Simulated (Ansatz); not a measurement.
Consider interstitial N in bixbyite In2O3, charge state -1. Method: PBE, PAW (plane waves to 420 eV; Ansatz, a program for electronic structure).

80-site cell at the relaxed PBE lattice, one k-point at (0.250, 0.250, 0.250), smearing 0.01 eV, spin-restricted, no finite-size correction. No zero-point or tunnelling terms. The charge state is imposed; whether it is stable for some Fermi level was not computed. Sites that were not tried may lie lower.

Barriers: single points on a 2×2×2 k-point mesh shifted by half a step at the bands' geometries.

A. a concerted move, in which N travels most; the atom moves 2.42 Å along (-0.02, 0.05, -0.23) of the unit cell; the moving atom starts with neighbours 2 In at 2.14, In at 2.20; O at 1.47 Å and ends with 2 In at 2.14, In at 2.19; O at 1.48 Å; the start lies 0.17 eV above the lowest site run; saddle order not checked.
B. a concerted move, in which N travels most; the atom moves 2.99 Å along (-0.22, 0.04, -0.18) of the unit cell; the moving atom starts with neighbours In at 2.12, In at 2.13, In at 2.16; O at 1.49 Å and ends with 2 In at 2.13, In at 2.17; O at 1.48 Å; saddle order not checked.

### Question
Rank these by forward barrier (lowest first), as PBE, PAW gives it.

### Answer
B (1.51 eV), A (1.77 eV)
